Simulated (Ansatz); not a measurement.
PtTe2: transverse stress against strain

PtTe2 (1T layered, P-3m1, 24.165 Å³/atom at rest, c along z) under a strain ε along c (axis z), the other axes held. PBE-D3(BJ) in Ansatz, a plane-wave DFT program (PAW, default set), 420 eV, 16×16×12 Γ-centred mesh, Fermi-Dirac smearing 0.10 eV; ions are relaxed within the symmetry of each cell. Stress is positive for a compressed cell.

Here s stands for strain and y for stress xx.

```
strain (%)  stress xx (GPa)
----------  ---------------
-1.50                  0.75
-1.00                  0.47
-0.50                  0.23
0.00                   0.00
0.50                  -0.23
1.00                  -0.45
1.50                  -0.63
3.00                      ?
```

Question: Fit y against s with a straight line, and predict the withheld value at s = 3.00.

Answer: Means: s 0, y 0.020. About the means, the sum of products is -3.2200 and the sum of squares of s is 7.0000; the slope is their ratio. Least squares gives y = 0.020 - 0.4600·s. Residuals (row less fit): 0.040, -0.010, -0.020, -0.020, -0.020, -0.010, 0.040; standard error 0.030 (degrees of freedom: 5). The slope gives the elastic constant C13 = 46 ± 1.1 GPa. At the withheld row, y = 0.020 - 0.4600 × 3.0 = -1.360 GPa. The calculation gives -1.15 GPa, 0.210 GPa above the prediction (11.1 % of the range of y in the table). The row lies outside the fitted rows, so this is an extrapolation. From the scatter of the fitted rows alone, a prediction at this place has a standard error of 0.047 GPa, so the miss is 4.5 times that.

One order more, fitted to all 13 runs of the series, follows each within 0.01, so the miss is the next term of a smooth law. In a metal these values are sensitive to mesh and smearing; energies are taken to zero smearing, stresses follow the free energy. Rows are the converged runs of the series near zero and its far end; series whose fitted rows scatter by over a few per cent of the range, as at a crossing or softening among them, aren't shown in this form. Most that stay on the fit to the last digits aren't either.
